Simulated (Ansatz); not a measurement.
Functionals compared on a constructed model of the (0001) surface of hcp Os, a pseudomorphic layer of Cu in the host's stacking (bottom of the slab: a bare face, its two planes held), in Ansatz (plane waves, PAW). The structure was relaxed with PBE; the other rows are single points on it. Cutoff 420 eV (500 eV for r2SCAN).

Model: 7-atom slab, 13.3 Å thick at the start, 16x16x1 mesh, Fermi-Dirac 0.1 eV, dipole correction, 2 atoms held, the rest relaxed; held to the start's symmetry, so lower structures may exist; no spin, no spin-orbit, no U. It is one candidate, not shown to be the stable structure of the face. These notes are the PBE run's.

```json
[
 {"functional": "PBE", "work function of the top face (eV)": "4.57", "rough cost of the single point": "–"},
 {"functional": "RPBE", "work function of the top face (eV)": "(withheld)", "rough cost of the single point": "roughly 25 core-seconds"},
 {"functional": "r2SCAN", "work function of the top face (eV)": "4.57", "rough cost of the single point": "roughly 50 core-seconds"}
]
```

**Question.** Fill in the missing entries.

**Answer.** 
- RPBE, work function of the top face (eV): 4.40

Ansatz is a first-principles code.
